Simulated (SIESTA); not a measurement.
**Short convergence ladders for a (001) slab of MoTe2 (cut from a parent of space group no. 194; 6 atoms in the cell)**

```
CELL_PARAMETERS angstrom
      3.53056     0.00000     0.00000
     -1.76528     3.05755     0.00000
      0.00000     0.00000    24.61342
ATOMIC_POSITIONS crystal
  Te 0.66667 0.33333 0.71560
  Te 0.33333 0.66667 0.43117
  Te 0.33333 0.66667 0.28440
  Te 0.66667 0.33333 0.56883
  Mo 0.66667 0.33333 0.35779
  Mo 0.33333 0.66667 0.64222
```

Base method: LDA PW92, numerical atomic orbitals DZP, PseudoDojo LDA standard norm-conserving potentials (rewritten from UPF to PSML) in SIESTA.

Base settings: XC.functional = LDA; XC.authors = PW92; potentials = PseudoDojo LDA standard; PAO.BasisSize = DZP; PAO.EnergyShift = 0.01 Ry; MeshCutoff = 300 Ry; kgrid.MonkhorstPack = 4 4 1; OccupationFunction = FD; ElectronicTemperature = 116.05 K; MaxSCFIterations = 150.

**The vacuum**

The mesh stays at the base's, so the ladder's end is converged at best in this setting alone.

Only quantities that move along the ladder and can be compared are tabulated; forces are left out, as grid noise moves with the cell.

```tsv
vacuum between outermost atoms (Å)	free energy less the last step's (meV/atom)
3.0	-64.23
4.0	-43.76
5.0	-8.15
6.0	0.06
7.0	0.03
8.0	0.01
10.0	0.03
12.0	-0.02
14.0	0.00
17.0	0.06
20.0	0.04
25.0	0.00
30.0	0.00
```

Smallest vacuum between outermost atoms (Å) that holds the free energy within 0.5 meV/atom of the last step, with all finer ones: 6.0; the step before is off by 8.2 meV/atom.

**The k-point mesh**

Only quantities that move along the ladder and can be compared are tabulated.

| kgrid.MonkhorstPack | free energy less the last step's (meV/atom) | largest difference of a force vector from the last step's (eV/Å) |
|---|---|---|
| 2 2 1 | 259.49 | 0.305 |
| 3 3 1 | -34.01 | 0.230 |
| 4 4 1 | -17.45 | 0.021 |
| 5 5 1 | 1.22 | 0.007 |
| 6 6 1 | 0.40 | 0.005 |
| 7 7 1 | 0.22 | 0.000 |
| 8 8 1 | 0.13 | 0.001 |
| 9 9 1 | 0.01 | 0.000 |
| 11 11 1 | 0.00 | 0.000 |
| 13 13 1 | 0.00 | 0.000 |
| 15 15 1 | 0.00 | 0.000 |
| 17 17 1 | 0.00 | 0.000 |
| 20 20 1 | 0.00 | 0.000 |

Coarsest kgrid.MonkhorstPack that holds the free energy within 2 meV/atom of the last step, with all finer ones: 5 5 1; the step before is off by 17 meV/atom.

Coarsest kgrid.MonkhorstPack that holds the forces within 0.005 eV/Å of the last step, with all finer ones: 7 7 1; the step before is off by 0.005 eV/Å.

On the base run: the starting cell has typed, rounded lattice constants, without a prior relaxation at this level. The slab is cut from that crystal, and its faces are unrelaxed. Its lattice was rescaled by up to half a per cent. Spin polarisation is off. Values carry the incompleteness of an atom-centred basis.

Left out of this page: 1 run of the series outside the window shown, repeating another row's setting, or not comparable.
